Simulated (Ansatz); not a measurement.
We look at the formation energy of the neutral V_C in ZrC (rock salt, Fm-3m). Reaction: 8 ZrC (rock salt) → cell A + C (graphite).

Cell A: a supercell of 16 sites of ZrC (rock salt, Fm-3m) with one empty C site amid 6 Zr; spin state with PBE: run without spin, k-point mesh 6×6×6.
```xyz
15
Lattice="6.6099 0.0000 0.0000 3.3049 5.7243 0.0000 3.3049 1.9081 5.3970" Properties=species:S:1:pos:R:3 pbc="T T T"
Zr     0.0000     0.0000     0.0000
Zr     1.6178     0.9340     2.7268
C      4.9574     2.8622     4.0477
Zr     1.6178     2.8822    -0.0283
C      4.9574     4.7703     1.3492
Zr     9.9148     3.8563     2.7268
C      6.6099     5.7243     4.0477
Zr     3.3049    -0.0400    -0.0283
C      6.6099     1.9081     1.3492
Zr     8.2970     6.6584     2.7268
C      8.2624     2.8622     4.0477
Zr     4.9921     2.8822    -0.0283
C      8.2624     4.7703     1.3492
Zr     6.6099     3.8162     2.6985
C      9.9148     5.7243     4.0477
```

Reference: C (graphite, P6₃/mmc), 4 atoms in the cell, k-point mesh 18×18×6 on the run's own vectors. Conventional cell: a = b = 2.465 Å, c = 6.741 Å, α = β = 90.00°, γ = 120.00°.

Reference: ZrC (rock salt, Fm-3m), 16 atoms in the cell, the relaxed perfect crystal repeated, atoms not moved again, k-point mesh 6×6×6 on the run's own vectors.

Computed with Ansatz (plane waves, PAW), its PAW set soft_1, cutoff 420 eV, 500 eV for r2SCAN. The structures are at rest with PBE+D3(BJ), within the held lattices; other levels are single points on them. Neutral cells; Fermi-Dirac smearing of at most 0.05 eV in the solids, energies taken to zero width. The lattices are those relaxed with PBE+D3(BJ), so at other levels the solids can be strained, which adds to the spread. A dispersion term (D3(BJ), or D4 for r2SCAN) was computed beside these levels and is taken off wherever the name lacks it. Space groups of crystals are read within 0.01 Å. No zero-point or thermal terms. No structure search was made; lower ones may exist. No correction for cell size. The cell is small for its defects, so this is an ordered compound on the host's lattice rather than an isolated defect. The value holds for the reservoirs listed; other chemical potentials shift it. Cell A has symmetry Fm-3m within 0.02 Å and got no random move, so less symmetric positions, which may lie lower, weren't tried.

Problem. What is the computed value (r2SCAN+D4)?

Solution. 1.75 eV, for 8 ZrC (rock salt) → cell A + C (graphite).

Problem. List the value at the remaining levels and say how far they part.

Solution. 
```json
[
 {"Method": "PBE", "value (eV)": "1.31", "less r2SCAN+D4": "-0.44"},
 {"Method": "r2SCAN", "value (eV)": "1.67", "less r2SCAN+D4": "-0.08"}
]
```

The levels shown span 0.44 eV, from PBE (1.31) to r2SCAN+D4 (1.75).

Ansatz is a program for electronic structure.
